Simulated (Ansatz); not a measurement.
# hcp Co, ferromagnetic (0 0 1) on zinc-blende BN (1 1 1) (film strained to the substrate, started from cuts of the bulks and a machine-learned relaxation; slabs B7N7 and Co6, which can lie off the formulas; started ferromagnetic)

A periodic stack without vacuum, hcp Co, ferromagnetic (0 0 1) on zinc-blende BN (1 1 1) (film strained to the substrate, started from cuts of the bulks and a machine-learned relaxation; slabs B7N7 and Co6, which can lie off the formulas; started ferromagnetic): substrate slab B7N7, film Co6, surface cells [[0, -1], [1, -1]] and [[0, -1], [1, 0]], film strained by +2.8 and +2.8 %, outermost planes N/B and Co/Co as cut, which need not be the usual terminations and can put a slab off its formula.

The start was prepared with a machine-learned potential, and the result is one local minimum, with the in-plane cell held and forces under 0.04 eV/Å; the film can end far from its bulk form.

All values below come from PBE (plane waves to 420 eV, PAW; Ansatz, an electronic-structure program). No spin–orbit coupling; PBE gaps are too small against experiment. Its k-point mesh 14×14×1, Fermi–Dirac width 0.05 eV.

```
Item                                                                                                                     Value
-------------------------------------------------------------------------------  ---------------------------------------------
interface area                                                                                                          5.7 Å²
period                                                                                                                 26.53 Å
heights between the nearest atoms of the two slabs at the two interfaces                                       1.33 and 1.04 Å
B–Co contacts across the interfaces within 1.22 times the sum of covalent radii                                 3, mean 1.99 Å
Co–N contacts across the interfaces within 1.22 times the sum of covalent radii                                 3, mean 1.81 Å
estimate of the barrier                                                          withheld, since the two interfaces are unlike
slope of the mean potential energy in the substrate                                                             -5.2 MV/cm × e
```

```
CELL_PARAMETERS angstrom
      2.56281     0.00031    -0.04416
      1.28138     2.21992     0.00016
      0.48365     1.21926    26.53650
ATOMIC_POSITIONS crystal
  B  0.47966 0.61034 0.07833
  B  0.83884 0.89097 0.15738
  B  0.19785 0.17158 0.23620
  B  0.55683 0.45213 0.31505
  B  0.91580 0.73265 0.39390
  B  0.27475 0.01303 0.47279
  B  0.63330 0.29441 0.55020
  N  0.46048 0.64887 0.02034
  N  0.81956 0.93033 0.09835
  N  0.17865 0.21104 0.17721
  N  0.53766 0.49162 0.25607
  N  0.89663 0.77216 0.33492
  N  0.25560 0.05266 0.41377
  N  0.61454 0.33306 0.49263
  Co 0.31639 0.92729 0.60030
  Co 0.67561 0.20846 0.67755
  Co 0.36686 0.82594 0.75101
  Co 0.72677 0.10826 0.82731
  Co 0.41873 0.72619 0.90138
  Co 0.78092 0.00845 0.98098
```
Starting moments (μB, in the order of the record's atoms B B B B B B B N N N N N N N Co Co Co Co Co Co): 0.0 0.0 0.0 0.0 0.0 0.0 0.0 0.0 0.0 0.0 0.0 0.0 0.0 0.0 1.7 1.7 1.7 1.7 1.7 1.7.
